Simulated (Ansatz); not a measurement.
**rock-salt NbN (1 1 1) on wurtzite ZnO (1 0 0) (film strained to the substrate, started from cuts of the bulks and a machine-learned relaxation; slabs Zn10O10 and N8Nb8, which can lie off the formulas)**

A periodic stack without vacuum, rock-salt NbN (1 1 1) on wurtzite ZnO (1 0 0) (film strained to the substrate, started from cuts of the bulks and a machine-learned relaxation; slabs Zn10O10 and N8Nb8, which can lie off the formulas): substrate slab Zn10O10, film N8Nb8, surface cells [[0, 1], [-1, 0]] and [[-1, 2], [-1, 0]], film strained by -2.2 and +4.9 %, outermost planes OZn/OZn and N/Nb as cut, which need not be the usual terminations and can put a slab off its formula.

The start was prepared with a machine-learned potential, and the result is one local minimum, with the in-plane cell held and forces under 0.04 eV/Å; the film can end far from its bulk form.

Method: PBE (plane waves to 420 eV, PAW; Ansatz, an electronic-structure program). Spin–orbit coupling is left out; the runs are not spin-polarised; PBE gaps are too small against experiment. Its k-point mesh 6×10×1, Fermi–Dirac width 0.05 eV.

interface area: 17.4 Å²
period: 26.01 Å
heights between the nearest atoms of the two slabs at the two interfaces: 1.56 and 1.71 Å
Nb–Zn contacts across the interfaces within 1.22 times the sum of covalent radii: 6, mean 3.00 Å
Nb–O contacts across the interfaces within 1.22 times the sum of covalent radii: 2, mean 1.85 Å
N–Zn contacts across the interfaces within 1.22 times the sum of covalent radii: 1, mean 1.97 Å
estimate of the barrier: withheld, since the two interfaces are unlike
slope of the mean potential energy in the substrate: -2.8 MV/cm × e

```
CELL_PARAMETERS angstrom
      5.29302    -0.00057    -0.11364
     -0.00035     3.27923    -0.05221
      0.74345    -1.24947    26.01899
ATOMIC_POSITIONS crystal
  Zn 0.38627 0.05603 0.03515
  Zn 0.94481 0.09663 0.11302
  O  0.85073 0.05792 0.04009
  O  0.32528 0.09506 0.10971
  Zn 0.44587 0.61355 0.14621
  Zn 0.94343 0.65256 0.22147
  O  0.82400 0.61467 0.14844
  O  0.32234 0.65137 0.21908
  Zn 0.44200 0.16980 0.25551
  Zn 0.93979 0.20865 0.33075
  O  0.82105 0.17110 0.25797
  O  0.31870 0.20728 0.32855
  Zn 0.44021 0.72513 0.36387
  Zn 0.94038 0.76548 0.44093
  O  0.81906 0.72793 0.36876
  O  0.31648 0.76286 0.43715
  Zn 0.43990 0.28098 0.47098
  Zn 0.90189 0.31764 0.55268
  O  0.81591 0.28622 0.48147
  O  0.30798 0.30293 0.54156
  N  0.98230 0.35087 0.62651
  N  0.53337 0.84657 0.62530
  N  0.66791 0.39656 0.72114
  N  0.18378 0.90159 0.71960
  N  0.35212 0.44401 0.81864
  N  0.85257 0.94762 0.81546
  N  0.00094 0.49591 0.91965
  N  0.54147 0.99384 0.91214
  Nb 0.84999 0.87731 0.67879
  Nb 0.34867 0.34053 0.61276
  Nb 0.49091 0.91385 0.76343
  Nb 0.02188 0.42606 0.76450
  Nb 0.17609 0.96812 0.86862
  Nb 0.70279 0.47144 0.86469
  Nb 0.84296 0.02165 0.96935
  Nb 0.36019 0.51162 0.94921
```
